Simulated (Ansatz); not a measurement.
## TiO2, response to strain

Start from TiO2 in the anatase structure (space group I4_1/amd, No. 141; a = 3.739 Å, c = 9.455 Å). Axes: x, y, z lie along a, b, c of the conventional cell.

Strains are applied to the cell and any free atomic positions relax; under biaxial strain the out-of-plane vector relaxes too.

All numbers come from LDA/PAW in Ansatz (a program for electronic structure), without spin-orbit coupling.

Notes on the quantities. energy relative to the base: free energy F.

| change | band gap | out-of-plane strain | energy relative to the base |
|---|---|---|---|
| base | 2.08 eV | – | 0 meV/atom |
| biaxial strain +0.60 %, plane normal [001], relaxed out of plane | 2.02 eV | -0.92 % | +0.7 meV/atom |
| biaxial strain +1.20 %, plane normal [001], relaxed out of plane | 1.96 eV | -1.78 % | +3.0 meV/atom |
| biaxial strain +1.80 %, plane normal [001], relaxed out of plane | 1.91 eV | -2.59 % | +6.8 meV/atom |
| biaxial strain +2.40 %, plane normal [001], relaxed out of plane | 1.87 eV | -3.33 % | +12 meV/atom |
| biaxial strain +3.00 %, plane normal [001], relaxed out of plane | ? | ? | ? |

**Question.** Fill in the withheld entries from the trend.

**Answer.** 
- biaxial strain +3.00 %, plane normal [001], relaxed out of plane, band gap: 1.82 eV
- biaxial strain +3.00 %, plane normal [001], relaxed out of plane, out-of-plane strain: -4.01 %
- biaxial strain +3.00 %, plane normal [001], relaxed out of plane, energy relative to the base: +19 meV/atom

Stability against distortions was not tested. The final runs are not spin-polarised.
